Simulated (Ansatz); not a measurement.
Worked calculations on one periodic cell of amorphous Si24O53P2: Si24O53P2, 79 atoms, volume 1188.5 Å³, made by a melt-quench on the CHGNet potential and relaxed with DFT. O atoms were pushed apart under 1.9 Å during the dynamics, to hinder bonds among them. It is a model cell: composition and starting density were chosen by hand, and all elements were melted together. Cycles of charging were run to anneal it. Method: PBE, scalar-relativistic without spin-orbit coupling (plane waves to 420 eV, PAW; Ansatz, a first-principles code). Sampling: a 2×2×2 Γ-centred mesh; Fermi-Dirac width 0.02 eV; no spin polarisation. Its volume was held where the quench left it, its shape was free, and it stands at a mean pressure of -0.5 GPa with stress components up to 0.5 GPa; the relaxation ran on the zone centre alone. Its density went from a set 2.21 to 2.21 g/cm³. The cell is small and was quenched far faster than a real film, so it is one sample of the glass.

**Question.** Count formal charges (Si +4, O -2, P +5). What does the count lead one to expect at the Fermi level, and what does the calculation give?

**Answer.** 24 × (+4) + 53 × (-2) + 2 × (+5) = 0. The charges balance, so the anion-derived valence states can be full and a gap can open. On this mesh the highest filled and lowest empty level lie 4.14 eV apart; localised defect or tail levels set that (at the zone centre the more localised edge state sits most on one O atom with neighbours Si 1.61 Å, Si 1.84 Å), and the nearest spread-out levels lie 5.4 eV apart.

Four energies for an added electron at PBE on the zone centre alone (charged cells in a uniform background, spin-polarised): neutral at the neutral geometry -46921.047 eV; charged at the neutral geometry -46914.842 eV; charged and relaxed -46914.872 eV; neutral at the charged geometry -46921.006 eV.

**Question.** Find the two relaxation energies and their sum, the reorganisation energy.

**Answer.** On charging: -46914.842 − (-46914.872) = 0.030 eV. On discharging: -46921.006 − (-46921.047) = 0.041 eV. The sum is 0.071 eV. The carrier's level spreads over 63 of the 79 atoms' worth, more than a fifth of the atoms or a third of the atoms of its main element (six at least), and the sum is small, so it counts as a band carrier, whose relaxation energy shrinks as the cell grows. PBE's self-interaction favours spread-out carriers, so a hybrid can localise more.

Four energies for a hole at PBE on the zone centre alone (charged cells in a uniform background, spin-polarised): neutral at the neutral geometry -46921.047 eV; charged at the neutral geometry -46922.549 eV; charged and relaxed -46922.857 eV; neutral at the charged geometry -46920.473 eV.

**Question.** Find the two relaxation energies and their sum, the reorganisation energy.

**Answer.** On charging: -46922.549 − (-46922.857) = 0.308 eV. On discharging: -46920.473 − (-46921.047) = 0.574 eV. The sum is 0.882 eV. The carrier's level spreads over 4 of the 79 atoms' worth, so it counts as localised, most on one O atom with neighbours Si 1.61 Å, Si 1.84 Å (neutral geometry). The values are uncorrected: the image energy of a point charge in this cell, 2.84 × 14.40 / (2 × 10.6) = 1.9 eV before screening, is screened by electrons alone at the fixed geometry and by ions too after relaxing, and the carrier can be spread before it relaxes, so each term can be off by up to that value times 1/ε∞, some tenths of an eV. PBE's self-interaction favours spread-out carriers, so a hybrid can localise more.
